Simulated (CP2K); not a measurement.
A short convergence ladder for PbBrF (P4/nmm, 6 atoms in the cell)

```xyz
6
Lattice="4.1976 0.0000 0.0000 0.0000 4.1976 0.0000 0.0000 0.0000 7.6853" Properties=species:S:1:pos:R:3 pbc="T T T"
Pb     0.0000     2.0988     6.2205
Pb     2.0988     0.0000     1.4648
Br     2.0988     0.0000     5.0164
Br     0.0000     2.0988     2.6689
F      2.0988     2.0988     0.0000
F      0.0000     0.0000     0.0000
```

Base method: LDA (Pade form), GPW, DZVP-MOLOPT-SR-GTH basis, GTH-PADE potentials (GTH_POTENTIALS) run with CP2K.

Base settings: CUTOFF = 550 Ry; REL_CUTOFF = 50 Ry; SMEAR/METHOD = FERMI_DIRAC; ELECTRONIC_TEMPERATURE = 580.23 K; KPOINTS/SCHEME = MONKHORST-PACK 3 3 2; GAMMA_CENTERED = T; XC_FUNCTIONAL = PADE; Pb/BASIS_SET = DZVP-MOLOPT-SR-GTH; Pb/POTENTIAL = GTH-PADE-q4; Br/BASIS_SET = DZVP-MOLOPT-SR-GTH.

Core times come from one kind of shared machine, to one figure; runs under 30 s give none.

**The size of the supercell around a displaced atom**

On PbBrF (P4/nmm, 12 atoms in the cell), and larger cells.

Steps: 2 x 1 x 1 supercell, one Pb atom moved by 0.02 angstrom along z; 2 x 2 x 1 supercell, one Pb atom moved by 0.02 angstrom along z; and so on, with the mesh thinned in proportion.

Only quantities that move along the ladder and can be compared are tabulated.

| atoms | largest change of a force by the displacement (eV/Å) | core time / last (rough) |
|---|---|---|
| 12 | 0.0608 | 0.2 |
| 24 | 0.0456 | 0.4 |
| 48 | 0.0561 | 1 |

Smallest size that holds the largest change of a force by the displacement within 0.002 eV/Å: not settled: the last two steps still differ by 0.010 eV/Å, over half the tolerance, so the ladder does not show it.

On the base run: the starting cell comes from a database of computed structures (which also holds hypothetical and non-ambient phases and stackings), without a prior relaxation at this level. Its lattice was rescaled by up to half a per cent. Values carry the incompleteness of an atom-centred basis. In the base run, with a pressure of about -4 GPa the cell is away from its equilibrium volume at this level.

Geometry of the run shown, against that cell: 2 x 2 x 2 supercell, one Pb atom moved by 0.02 angstrom along z.
